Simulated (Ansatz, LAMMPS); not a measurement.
**Si well of 20 atomic layers along [001] in random Si0.8Ge0.2, interfaces sharp**

Cell 16.58 × 16.58 × 60.24 Å, Si714Ge78, 792 atoms. Prepared with Tersoff's 1989 multicomponent potential (SiCGe.tersoff) (LAMMPS): minimisation. 

The numbers are results of PBE, support functions at accuracy medium on the grid of 370 eV (norm-conserving potentials; Ansatz, a first-principles code), not measurements.

Basis: localised support functions (accuracy medium) on a full density matrix. k-points: zone centre alone; occupations: Fermi-Dirac, 0.010 eV; spin polarisation not allowed. Scalar-relativistic, no spin-orbit coupling.

| Quantity | Value |
|---|---|
| Kohn-Sham gap of the cell on its k-mesh | 0.45 eV |
| weight of the highest filled level on the well | 0.39 |
| weight of the lowest empty level on the well | 0.93 |
| coordination (neighbours within 2.854 Å) | 100.0 % 4-fold |
| Ge-Ge bonds, mean ± spread | 2.465 ± 0.006 Å |
| Ge-Si bonds, mean ± spread | 2.420 ± 0.005 Å |
| Si-Si bonds, mean ± spread | 2.378 ± 0.004 Å |
| bond angles, mean ± spread | 109.5° ± 0.8° |
| pressure | -0.81 GPa |
| cost of the final run | about 70 core-minutes (a rough figure), 15 SCF iterations, 16 GiB |
